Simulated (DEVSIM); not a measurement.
System: Ge p-i-n diode, at 300 K.

```csv
layer (left to right),material,thickness (μm),Nd (cm⁻³),Na (cm⁻³),τn (s),τp (s)
1,Ge,0.790,-,1.7e18,2.9e-5,2.9e-5
2,Ge,0.470,6.3e12,-,2.9e-5,2.9e-5
3,Ge,0.0760,1.3e17,-,2.9e-5,2.9e-5
```

Left contact: ohmic. Right contact: ohmic. Voltage is applied to the left contact. Recombination: SRH at mid-gap, radiative, Auger. Mobility is constant in doping.

Constants are typed, rounded textbook-type inputs, not results; the design itself was drawn at random and stands for no fabricated device. Values at 300 K.

| parameter | Ge |
|---|---|
| gap (eV) | 0.664 |
| affinity (eV) | 4 |
| permittivity | 16 |
| Nc (cm⁻³) | 1.04e19 |
| Nv (cm⁻³) | 6e18 |
| μn (cm²/Vs) | 3900 |
| μp (cm²/Vs) | 1900 |
| B (cm³/s) | 6.4e-14 |
| Cn (cm⁶/s) | 1e-31 |
| Cp (cm⁶/s) | 1e-31 |

DEVSIM, 1D drift-diffusion, Boltzmann statistics, complete ionisation; no tunnelling, impact ionisation, image-force lowering or self-heating.

Task: Tabulate band edges, carrier densities and field at zero bias.

Result: Energies count from the Fermi level of the right contact; mesh points crowd at the junctions.

```
x (μm)   Ec (eV)  Ev (eV)  n (cm⁻³)  p (cm⁻³)  field (V/cm)
-------  -------  -------  --------  --------  ------------
0.000      0.631   -0.033     2.6e8    1.7e18           ≈ 0
0.01988    0.631   -0.033     2.6e8    1.7e18           ≈ 0
0.05215    0.631   -0.033     2.6e8    1.7e18           ≈ 0
0.1125     0.631   -0.033     2.6e8    1.7e18           ≈ 0
0.2602     0.631   -0.033     2.6e8    1.7e18           ≈ 0
0.4547     0.631   -0.033     2.6e8    1.7e18           ≈ 0
0.6124     0.631   -0.033     2.6e8    1.7e18           ≈ 0
0.7174     0.631   -0.033     2.6e8    1.7e18           ≈ 0
0.7603     0.631   -0.033     2.6e8    1.7e18           -28
0.7833     0.627   -0.037     3.1e8    1.4e18        -13000
0.7991     0.567   -0.097     3.1e9    1.4e17        -30000
0.8352     0.505   -0.159    3.4e10    1.3e16        -12000
0.8879     0.455   -0.209    2.4e11    1.9e15         -8400
0.9789     0.383   -0.281    3.8e12    1.1e14         -7700
1.124      0.271   -0.393    2.9e14    1.5e12         -7800
1.193      0.216   -0.448    2.5e15    1.8e11         -8600
1.230      0.181   -0.483    9.7e15    4.5e10        -11000
1.254      0.150   -0.514    3.1e16    1.4e10        -15000
1.274      0.124   -0.540    8.6e16     5.1e9         -7500
1.294      0.116   -0.548    1.2e17     3.7e9         -1800
1.315      0.114   -0.550    1.3e17     3.4e9          -410
1.336      0.113   -0.551    1.3e17     3.4e9          -160
```
